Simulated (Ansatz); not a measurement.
The parent structure is GaN in the zinc blende structure (space group F-43m, No. 216).

```
CELL_PARAMETERS angstrom
      0.00000     2.24895     2.24895
      2.24895     0.00000     2.24895
      2.24895     2.24895     0.00000
ATOMIC_POSITIONS crystal
  Ga 0.00000 0.00000 0.00000
  N  0.25000 0.25000 0.25000
```

Cartesian axes are those of the cell as printed.

Level of theory: r2SCAN/PAW in Ansatz (a program for electronic structure), scalar-relativistic without spin-orbit coupling.

Strains are applied to the cell and any free atomic positions relax; under biaxial strain the out-of-plane vector relaxes too.

One change was made to it. Results:

```csv
quantity,base,after
band gap,2.17 eV,2.28 eV
"pressure (mean of the normal stresses, compression positive)",0.00 GPa,6.91 GPa
"valence-band top at Γ (three highest levels, from the VBM)","0.00, 0.00, 0.00 eV","0.00, 0.00, -0.23 eV"
electron mass,0.17 mₑ (at Γ),"0.17 mₑ out of plane, 0.19 mₑ in plane (at Γ)"
```

Problem. Which change produced these results?
A. biaxial strain −1.25 %, plane normal [111], relaxed out of plane
B. biaxial strain −2.08 %, plane normal [111], relaxed out of plane
C. biaxial strain −0.42 %, plane normal [111], relaxed out of plane

Solution. B, biaxial strain −2.08 %, plane normal [111], relaxed out of plane. For comparison, the valence-band top at Γ in the other runs: biaxial strain −0.42 %, plane normal [111], relaxed out of plane gives 0.00, 0.00, -0.04 eV; biaxial strain −1.25 %, plane normal [111], relaxed out of plane gives 0.00, 0.00, -0.13 eV.

Masses are band curvatures over ±0.01 Å⁻¹ around the edge. No phonon test of stability was made. This is not the structure that GaN has at room temperature and ambient pressure.
